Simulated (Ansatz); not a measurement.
System: C11b MoSi2. Method: PBE in Ansatz (plane waves, PAW).

Settings: plane-wave cutoff 520 eV, 24×24×24 k mesh, Fermi–Dirac smearing 0.05 eV, no spin polarisation, scalar-relativistic PAW data made under PBE.

A third-order Birch–Murnaghan fit to the energies gives V0 = 13.579 Å³/atom, B0 = 204 GPa, B′ = 4.5.

```tsv
V (Å³/atom)	P (GPa)
13.036	(withheld)
13.308	(withheld)
13.579	0.00
13.851	-3.87
14.122	(withheld)
```

Q: Estimate the withheld pressures from this fit; the answers are the runs' own values.

A: 
- 13.036, P (GPa): 9.12
- 13.308, P (GPa): 4.31
- 14.122, P (GPa): -7.33

The formula P = (3/2) B0 (x^(7/3) − x^(5/3)) [1 + (3/4)(B′ − 4)(x^(2/3) − 1)] with x = V0/V meets the computed pressures within 0.01 GPa when these rounded values are put in.

Shape and atoms are relaxed at each volume.

Measured, for comparison: bulk modulus 222 ± 2 GPa (room temperature, not corrected to a static lattice, B' = 4; as tabulated in Structural stability of MoSi2 and Mo5Si3 under high pressure, Chin. Phys. B 26 …). Computed less measured: bulk modulus -8 %.

Computed values are for the static lattice.

Ansatz is a first-principles code.
